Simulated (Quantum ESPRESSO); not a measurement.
## Equation of state of rock-salt CaSe (space group 225): energy against volume (Quantum ESPRESSO, PBEsol)

```xyz
2
Lattice="0.0000 2.8741 2.8741 2.8741 0.0000 2.8741 2.8741 2.8741 0.0000" Properties=species:S:1:pos:R:3 pbc="T T T"
Ca     0.0000     0.0000     0.0000
Se     2.8741     2.8741     2.8741
```

Method: PBEsol, GBRV 1.5 ultrasoft (PBESOL) pseudopotentials (plane waves; Quantum ESPRESSO). Settings: ecutwfc = 52 Ry; ecutrho = 260 Ry; occupations = smearing; smearing = fd; degauss = 0.000734986 Ry; potentials = {Ca: ca_pbesol_v1.uspp.F.UPF, Se: se_pbesol_v1.uspp.F.UPF}; K_POINTS = automatic 10 10 10 0 0 0; conv_thr = 1e-10 Ry. The cell above is the first row's. The rows scale it uniformly. In all rows fractional positions and the k mesh are held. E is the free energy at the stated smearing, counted from the lowest row.

```csv
V (Å^3/atom),E (meV/atom)
23.740,16.69
24.256,7.05
24.772,1.63
25.289,0.00
25.805,1.79
26.321,6.65
26.837,14.29
27.353,24.42
27.869,?
```

The 8 complete rows are fitted with the third-order Birch-Murnaghan form, a cubic in V^(-2/3), E against V. With u = V^(-2/3) - 0.115, the rows have u = 0.006063, 0.004340, 0.002677, 0.001068, -0.000485, -0.001986, -0.003439, -0.004847. Least squares gives E = 0.876 - 1552.4·u + 683819·u² + 394620·u³. Residuals (row less fit): 0.001, -0.001, 0.002, 0.002, 0.000, -0.003, 0.004, -0.001; standard error 0.003 (degrees of freedom: 4). Its minimum lies at u = 0.001134, so V0 = (0.116134)^(-3/2) = 25.27. There d²E/du² = 1370000 and d³E/du³ = 2368000, so B0 = (4/9) × 25.27^(-7/3) × 1370000 × 0.160218 = 52.1 GPa (the last factor turns the table's units into GPa), and B0' = 4 + (2/3) × 0.116134 × (2368000)/1370000 = 4.1. The program's pressures in the fitted runs (not shown) pass through zero at V = 25.26, 0.02 % from this V0.

**Question.** Predict the withheld E at V = 27.869 from the fit, and compare with the calculation.

**Answer.** u = -0.006211, so E = 0.876 - 1552.4 × (-0.006211) + 683819 × (-0.006211)² + 394620 × (-0.006211)³ = 36.803 meV/atom. The calculation gives 36.80 meV/atom, which the fit meets to the printed digits. The row lies outside the fitted rows, so this is an extrapolation. From the scatter of the fitted rows alone, a prediction at this place has a standard error of 0.007 meV/atom, so the miss is 0.4 times that.

Carrying the step between the two nearest rows on in a straight line would have given 34.55, off by 2.25; series whose last step already gives the withheld value aren't shown. The scan was laid around a cell of about the measured size, scaled by a guess for this functional. The runs keep the symmetry of the cell, so they don't test it for distortions. Cutoffs and mesh are single choices, not tested for convergence of this quantity. Series with a scatter that would blur these digits, or in which a gap closes, are not shown. Nor are scans whose minimum lies at an end fitted in this form.
